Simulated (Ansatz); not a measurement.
The reference is TlBiS₂ (space group R-3m, No. 166; a = 4.0853 Å, c = 21.6959 Å (hexagonal axes)). Axes: x lies along a and z along c of the hexagonal cell.

Level of theory: PBEsol (Ansatz, an electronic-structure program), no spin-orbit coupling.

Strains are applied to the cell and any free atomic positions relax.

One change was made to it. Results:

| quantity | base | after |
|---|---|---|
| hole mass | 0.075 mₑ along c, 0.15 mₑ across (at Γ) | 0.12 mₑ along z, 0.17 mₑ across (at Γ) |
| energy relative to the base (free energy F) | 0 meV/atom | +0.7 meV/atom |
| valence-band top at Γ (three highest levels, from the VBM) | 0.00, -1.78, -1.78 eV | 0.00, -1.69, -1.69 eV |
| shortest interatomic distance | 2.830 Å | 2.834 Å |

Which of these changes matches the shifts?
(A) uniaxial strain ε_zz = +3.00 %
(B) uniaxial strain ε_zz = +2.40 %
(C) uniaxial strain ε_zz = +1.20 %

C, uniaxial strain ε_zz = +1.20 %. For comparison, the energy relative to the base in the other runs: uniaxial strain ε_zz = +3.00 % gives +4.4 meV/atom; uniaxial strain ε_zz = +2.40 % gives +2.8 meV/atom.

Spin-orbit coupling, missing from the scalar runs, can matter with Bi and Tl. The levels and masses belong to the bands next to the band gap. Masses are band curvatures over ±0.01 Å⁻¹ around the edge. Whether these cells are dynamically stable was not tested.
